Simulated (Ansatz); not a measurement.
Consider SnSe₂ in the CdI2 type structure (space group P-3m1, No. 164; a = 3.826 Å, c = 6.231 Å; layered, stacked along the Cartesian z axis).

The other end (x = 1) is SnO$_{2}$ in the CdI2 type structure (space group P-3m1, No. 164; a hypothetical phase, not in the database extracts checked; layered, stacked along the Cartesian z axis): 13.16 Å³/atom, gap 2.52 eV; this end may not be an ambient phase.

Level of theory: Ansatz (an electronic-structure program), r2SCAN+rVV10, PAW, cutoff 500 eV, no SOC.

O replaces a fraction x of Se; each row is one arrangement (x, atoms in the cell, starting space group or random), fully relaxed.

One change was made to it. Results:

```tsv
quantity	base	after
band gap	0.94 eV	0.46 eV
mean first-shell distances	–	Se–Sn 2.668 Å (end compound 2.713 Å), O–Sn 2.197 Å (end compound 2.090 Å)
mixing energy (against an end that may be hypothetical)	–	+174 meV/atom
```

Task: Name the change that was made.
A) x(O) = 0.375, 12 atoms, P3m1
B) x(O) = 0.333, 9 atoms, C2/m
C) x(O) = 0.333, 9 atoms, R3
D) x(O) = 0.375, 12 atoms, P1

Result: C, x(O) = 0.333, 9 atoms, R3. For comparison, the band gap in the other runs: x(O) = 0.375, 12 atoms, P3m1 gives zero; x(O) = 0.375, 12 atoms, P1 gives 1.22 eV; x(O) = 0.333, 9 atoms, C2/m gives 1.12 eV.

These are small ordered cells, not random alloys; other orderings at the same x differ. No phonon test of stability was made. All final runs are without spin polarisation. The zero or small gap of Sn4Se5O3 can change with the level of theory.
